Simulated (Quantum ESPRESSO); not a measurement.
# How far to go with the plane-wave cutoff: AlGaN2 (P3m1, 4 atoms in the cell)

```yaml
crystal:
  lattice:
    - [3.12955, 0.00000, 0.00000]
    - [-1.56478, 2.71027, 0.00000]
    - [0.00000, 0.00000, 5.07141]
  atoms:
    - { symbol: Al, position: [0.00000, 0.00000, 0.00912] }
    - { symbol: Ga, position: [0.66667, 0.33333, 0.49717] }
    - { symbol: N, position: [0.66667, 0.33333, 0.11180] }
    - { symbol: N, position: [0.00000, 0.00000, 0.62816] }
```

Level of theory: LDA (PZ), GBRV 1.5 ultrasoft (LDA) pseudopotentials (plane waves; Quantum ESPRESSO).

Base settings: ecutwfc = 50 Ry; ecutrho = 250 Ry; occupations = fixed; potentials = {Al: al_lda_v1.uspp.F.UPF, Ga: ga_lda_v1.4.uspp.F.UPF, N: n_lda_v1.2.uspp.F.UPF}; K_POINTS = automatic 3 3 2 0 0 0; nbnd = 18; conv_thr = 1e-11 Ry; mixing_beta = 0.7.

Moved along: ecutrho.

The second cell is the first with its lattice scaled by 0.98.

The mesh stays at the base's, so the ladder's end is converged at best in this setting alone.

Only quantities that move along the ladder and can be compared are tabulated; the gap is left out on so coarse a mesh.

The count of work is k-points × plane waves × bands × iterations; it is no time. 

The starting cell comes from a database of computed structures (which also holds hypothetical and non-ambient phases and stackings), without a prior relaxation at this level. Its lattice was rescaled by up to half a per cent. One atom was moved a little off its site on purpose.

Steps (ecutwfc): 17.5 Ry; 20 Ry; 22 Ry; 25 Ry; 28 Ry; 30 Ry; 35 Ry; 40 Ry; 45 Ry; 50 Ry; 55 Ry; 60 Ry; 68 Ry; 75 Ry; 88 Ry; 100 Ry; 120 Ry.

Problem. What is the state of the free energy at the end of the ladder?

Solution. Still drifting one way, by 4.1 meV/atom over the last two steps, so the last step is no safe reference.

Problem. What is the coarsest ecutwfc that holds the pressure within 0.5 GPa of the last step, with all finer ones?

Solution. 40 Ry, at 0.20 of the last step's count of work; the step before is off by 0.81 GPa.

Problem. What is the coarsest ecutwfc that holds the forces within 0.005 eV/Å of the last step, with all finer ones?

Solution. 35 Ry, at 0.16 of the last step's count of work; the step before is off by 0.021 eV/Å.

| ecutwfc | free energy less the last step's (meV/atom) | energy of the compressed cell less the first (meV/atom) | pressure (GPa) | largest difference of a force vector from the last step's (eV/Å) | count of work / last |
|---|---|---|---|---|---|
| 17.5 Ry | 7506.78 | 184.97 | -460.65 | 0.383 | 0.058 |
| 20 Ry | 3088.02 | -2.67 | -217.51 | 0.067 | 0.071 |
| 22 Ry | 1556.26 | 91.63 | -122.72 | 0.198 | 0.083 |
| 25 Ry | 529.70 | 7.20 | -49.76 | 0.106 | 0.097 |
| 28 Ry | 181.05 | 15.82 | -19.09 | 0.017 | 0.12 |
| 30 Ry | 88.74 | 24.64 | -9.13 | 0.021 | 0.12 |
| 35 Ry | 34.14 | 22.67 | -1.90 | 0.002 | 0.16 |
| 40 Ry | 26.31 | 22.30 | -1.47 | 0.001 | 0.20 |
| 45 Ry | 20.14 | 22.46 | -1.44 | 0.000 | 0.24 |
| 50 Ry | 15.89 | 22.49 | -1.26 | 0.000 | 0.27 |
| 55 Ry | 13.78 | 22.40 | -1.14 | 0.001 | 0.31 |
| 60 Ry | 12.37 | 22.40 | -1.13 | 0.001 | 0.36 |
| 68 Ry | 9.77 | 22.47 | -1.21 | 0.001 | 0.43 |
| 75 Ry | 7.35 | 22.45 | -1.22 | 0.001 | 0.49 |
| 88 Ry | 4.09 | 22.43 | -1.12 | 0.001 | 0.64 |
| 100 Ry | 2.46 | 22.43 | -1.11 | 0.000 | 0.76 |
| 120 Ry | 0.00 | 22.40 | -1.09 | 0.000 | 1.0 |

At the lowest cutoff the pressure lies 460 GPa under the last step's, the usual sign of Pulay stress in an incomplete plane-wave basis.
